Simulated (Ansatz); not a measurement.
**Defect calculation: O on the N site in zinc-blende BN**

These are PBE, PAW (plane waves to 420 eV; Ansatz, a first-principles code) values and carry that method's errors. The supercell holds 64 host sites (2×2×2 repeats of the unit cell), with a 2×2×2 shifted k-point sampling for the final energies. Site at the start: the N site. Energies of charged states are corrected for periodic images (point charge plus alignment at distant sites). Dielectric constants: PBE linear response of the host. Host gap at this level: 4.46 eV. A cell of this size leaves errors of a few tenths of an eV. The semilocal functional narrows the gap, so deep levels can fall outside it. Spin–orbit coupling is left out. Each state is the lowest found from its start.

Formation energies E_f are given with the Fermi level at the valence-band maximum. Chemical conditions: B-rich (Δμ(N) = -2.35 eV, Δμ(O) = -3.95 eV, bounded by B2O3 (P3_121); only phases computed here count, gases as isolated molecules at 0 K); N-rich (Δμ(N) = 0.00 eV, Δμ(O) = -2.38 eV, bounded by B2O3 (P3_121); only phases computed here count, gases as isolated molecules at 0 K). Reference phases: N: N2 molecule in a box, O: O2 molecule in a box.

| charge | moment (μB) | largest move off a lattice site (Å) | image correction with alignment (eV) | E_f, B-rich (eV) | E_f, N-rich (eV) |
|---|---|---|---|---|---|
| +1 | not spin-polarised | 0.08 | 0.34 | -0.60 | 0.18 |
| 0* | 1.0 | 0.11 | – | – | – |
| −1† | not spin-polarised | 0.59 | 0.18 | – | – |

* At this level the carrier isn't localised at the defect: at charge 0 electrons occupy the conduction band. Such a state is shallow or no state of the defect, and this cell gives it no level.

† Not settled in this cell, so no level is given: charge −1: a large or scattered potential alignment.

No other site or start that was run ended lower by more than 0.1 eV.

Flagged in the runs: a doubtful potential alignment, a strain field that reaches the edge of the cell.
